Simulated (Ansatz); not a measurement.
Start from ZnS in the wurtzite structure (space group P6_3mc, No. 186).

```cif
data_S2Zn2
_chemical_formula_sum 'Zn2 S2'
_space_group_name_H-M_alt 'P63mc'
_space_group_IT_number 186
_space_group_name_Hall 'P 6c -2c'
_cell_length_a 3.78216
_cell_length_b 3.78216
_cell_length_c 6.20765
_cell_angle_alpha 90.000
_cell_angle_beta 90.000
_cell_angle_gamma 120.000
loop_
_atom_site_label
_atom_site_type_symbol
_atom_site_symmetry_multiplicity
_atom_site_Wyckoff_symbol
_atom_site_fract_x
_atom_site_fract_y
_atom_site_fract_z
_atom_site_occupancy
Zn1 Zn 2 b 0.33333 0.66667 0.00042 1
S1 S 2 b 0.33333 0.66667 0.37458 1
```

The values are results of Ansatz (a quantum-chemistry and plane-wave program) PBEsol, scalar-relativistic without spin-orbit coupling, not measurements.

For the base:

```
Property                                     Result
-----------------------------  --------------------
Pressure                                   0.00 GPa
Valence-band top at Γ          0.00, 0.00, -0.09 eV
Band gap                                    2.15 eV
Width of the top valence band               2.23 eV
```

Modification: an isotropic linear strain of −1.20 %, atoms relaxed at fixed cell.

Task: What happens to the pressure, valence-band top at Γ, band gap and width of the top valence band?

Result: The pressure (mean of the normal stresses, compression positive) goes from zero to 3.08 GPa; the valence-band top at Γ (three highest levels, from the VBM) goes from 0.00, 0.00, -0.09 eV to 0.00, 0.00, -0.10 eV; the band gap grows by 0.162 eV to 2.32 eV; the width of the top valence band rises by 0.13 eV, from 2.23 eV to 2.36 eV.

Stability against distortions was not tested.
